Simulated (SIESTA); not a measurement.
SIESTA run on InSe (R3m, 4 atoms in the cell): self-consistent single point.

Method: SIESTA 5.4.2 with LDA PW92, numerical atomic orbitals TZP, PseudoDojo LDA standard norm-conserving potentials (rewritten from UPF to PSML).

```xyz
4
Lattice="2.0233 1.1682 8.6085 -2.0233 1.1682 8.6085 0.0000 -2.3364 8.6085" Properties=species:S:1:pos:R:3 pbc="T T T"
In     0.0000     0.0000     2.8499
In     0.0000     0.0000     0.0473
Se     0.0000     0.0000    16.0044
Se     0.0000     0.0000    21.3269
```

Reference input (self-consistent single point, DFT, LDA PW92, numerical atomic orbitals TZP, PseudoDojo LDA standard norm-conserving potentials (rewritten from UPF to PSML)): XC.functional = LDA; XC.authors = PW92; potentials = PseudoDojo LDA standard; PAO.BasisSize = TZP; PAO.EnergyShift = 0.01 Ry; MeshCutoff = 350 Ry; kgrid.MonkhorstPack = 6 6 6; OccupationFunction = FD; ElectronicTemperature = 10 K; MaxSCFIterations = 150; SCF.Mixer.Method = Pulay; SCF.Mixer.Weight = 0.1. This run's input differs from it in these lines:

```diff
@@ -30,5 +30,5 @@
 %block kgrid.MonkhorstPack
-    6   0   0  0.0
-    0   6   0  0.0
-    0   0   6  0.0
+    4   0   0  0.0
+    0   4   0  0.0
+    0   0   4  0.0
 %endblock kgrid.MonkhorstPack
```

The program printed (abridged):

```
        iscf     Eharris(eV)        E_KS(eV)     FreeEng(eV)     dDmax    Ef(eV) dHmax(eV)
   scf:    1   -10197.500302   -10196.572061   -10196.572061  1.615524 -3.949733  5.564770
   scf:    2   -10197.837116   -10197.264219   -10197.264219  0.031177 -3.878879  4.133972
   scf:    3   -10197.993799   -10197.748040   -10197.748040  0.047261 -3.878683  1.837355
   scf:    4   -10197.955331   -10197.892361   -10197.892361  0.066376 -4.097385  0.250698
   scf:    5   -10197.842011   -10197.890871   -10197.890871  0.011960 -4.147377  0.500073
   [... 3 lines left out ...]
   scf:    9   -10197.907498   -10197.907718   -10197.907718  0.001406 -4.133863  0.020972
   scf:   10   -10197.907780   -10197.907761   -10197.907761  0.000236 -4.137512  0.014699
   scf:   11   -10197.907770   -10197.907767   -10197.907767  0.000363 -4.137920  0.000193
   scf:   12   -10197.907767   -10197.907767   -10197.907767  0.000009 -4.137960  0.000229
SCF Convergence by DM+H criterion
max |DM_out - DM_in|         :     0.0000089337
max |H_out - H_in|      (eV) :     0.0002290141
SCF cycle converged after 12 iterations

Using DM_out to compute the final energy and forces

siesta: E_KS(eV) =           -10197.9078

siesta: E_KS - E_eggbox =    -10197.9078

siesta: Atomic forces (eV/Ang):
     1    0.000000   -0.000001   -0.348973
     2   -0.000000   -0.000001    0.304609
     3    0.000000    0.000001   -0.142627
     4    0.000000    0.000001    0.188895
   Tot    0.000000    0.000001    0.001904
   Max    0.348973
   Res    0.150164    sqrt( Sum f_i^2 / 3N )
   Max    0.348973    constrained

Stress tensor Voigt[x,y,z,yz,xz,xy] (kbar):       12.02       12.02       33.65       -0.00       -0.00       -0.00
(Free)E + p*V (eV/cell)   -10199.3729
   [... lines left out ...]
siesta: FreeEng =    -10197.907767
siesta: Cell volume =        122.084135 Ang**3
siesta:         -19.22730725        -22.49336041  kBar
   [... lines left out ...]
             -0.065   0.639   0.601   0.639   2.001   2.002   2.001   2.002

              2.001   0.016   0.032   0.014   0.032   0.016

mulliken: Qtot =       58.000

Mulliken Atomic Populations:
Atom #   charge [q] valence [e]  Species
     1    -0.405477   13.405477  In
     2    -0.421907   13.421907  In
     3     0.409426   15.590574  Se
     4     0.417958   15.582042  Se
 Total    -0.000000
```

The run converged in 12 iterations. Against the reference run the free energy goes up by 18.6 meV/atom, the pressure goes from -2.12 to -1.92 GPa, the largest force goes from 0.363 to 0.349 eV/Å and the gap on the mesh goes from 0.186 to 0.181 eV.

The starting cell comes from a database of computed structures (which also holds hypothetical and non-ambient phases and stackings), without a prior relaxation at this level. Values carry the incompleteness of an atom-centred basis.

Cost on one core of a shared machine: roughly 3 min.
